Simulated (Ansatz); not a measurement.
BeSe: response to strain

The parent structure is BeSe in the zinc blende structure (space group F-43m, No. 216; a = 5.0816 Å). Axes: x, y, z lie along the cube axes.

Strains are applied to the cell and any free atomic positions relax; under biaxial strain the out-of-plane vector relaxes too.

All numbers come from LDA in Ansatz (plane waves to 420 eV, PAW, spin-orbit coupling left out).

Candidates:
(a) biaxial strain −0.42 %, plane normal [111], relaxed out of plane
(b) biaxial strain +1.67 %, plane normal [111], relaxed out of plane
(c) biaxial strain +2.50 %, plane normal [111], relaxed out of plane

Base values:

| Property | Result |
|---|---|
| Smallest direct gap | 4.43 eV |

Task: Order them by smallest direct gap, lowest first.

Result: (c) biaxial strain +2.50 %, plane normal [111], relaxed out of plane (3.88 eV), (b) biaxial strain +1.67 %, plane normal [111], relaxed out of plane (4.07 eV), (a) biaxial strain −0.42 %, plane normal [111], relaxed out of plane (4.46 eV)

Stability against distortions was not tested.

Ansatz is an electronic-structure program.
